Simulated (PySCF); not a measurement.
PySCF 2.14.0, PBE/def2-svp, df: Ca(Br)(NMe2)(OH2)2 (C[N](C)[Ca](<-[OH2])(<-[OH2])[Br]), 17 atoms. The geometry is a generated start, not checked to be a minimum at this level.

```
Item                           Value
-------------------  ---------------
task                          energy
method                           pbe
basis                       def2-svp
two-electron scheme  density fitting
mol.max_memory               3000 MB
mf.max_cycle                     100
mf.diis_space            8 (default)
mf.conv_tol          1e-09 (default)
mf.grids.level           3 (default)
basis functions                  176
grid points                   209232
```

```xyz
17

Ca     0.0169     0.5372    -1.5028
Br     2.0179     2.2189    -1.6429
N      0.1241    -0.7793     0.2095
C     -0.2501    -0.1612     1.4542
C      1.3187    -1.5623     0.3823
H     -0.3653    -0.9155     2.2498
H      0.5041     0.5725     1.8157
H     -1.2074     0.3545     1.3308
H      2.1997    -0.9462     0.6575
H      1.1904    -2.3090     1.1848
H      1.5495    -2.0950    -0.5471
O     -0.9347     2.7792    -0.5432
H     -0.0697     3.2031    -0.6681
H     -1.3866     3.2552     0.1631
O     -1.6014    -1.0501    -1.7217
H     -1.1165    -1.2071    -0.8524
H     -1.9894    -1.8949    -1.9694
```

With the defaults (mf.init_guess = minao, mf.DIIS = CDIIS, mf.diis = true, mf.damp = 0, mf.diis_start_cycle = 1, mf.diis_damp = 0, mf.level_shift = 0) it converges in 14 Fock builds. One run each on 2 threads, 1 BLAS thread, with these changes:
- mf.diis = false, mf.damp = 0.7, mf.diis_start_cycle = 999
- mf.damp = 0.7, mf.diis_start_cycle = 8
- mf.diis = false
- mf.init_guess = 1e
- mf.init_guess = atom
- mf.DIIS = EDIIS
- mf.init_guess = sap
- mf.diis_damp = 0.3
- mf.level_shift = 0.3 Hartree

### Question
Which of these changes keep the SCF from converging, or lead it to another solution?

### Answer
No convergence: mf.init_guess = 1e; mf.DIIS = EDIIS; mf.diis = false (the run ends without SCF convergence in 100 cycles). The rest reach the solution of the defaults.

| setting | Fock builds | end |
|---|---|---|
| mf.diis_damp = 0.3 | 13 | same solution |
| the defaults | 14 | same solution |
| mf.init_guess = atom | 15 | same solution |
| mf.damp = 0.7, mf.diis_start_cycle = 8 | 16 | same solution |
| mf.init_guess = sap | 23 | same solution |
| mf.diis = false, mf.damp = 0.7, mf.diis_start_cycle = 999 | 25 | same solution |
| mf.level_shift = 0.3 Hartree | 25 | same solution |
| mf.init_guess = 1e | 101 | no convergence |
| mf.DIIS = EDIIS | 101 | no convergence |
| mf.diis = false | 101 | no convergence |
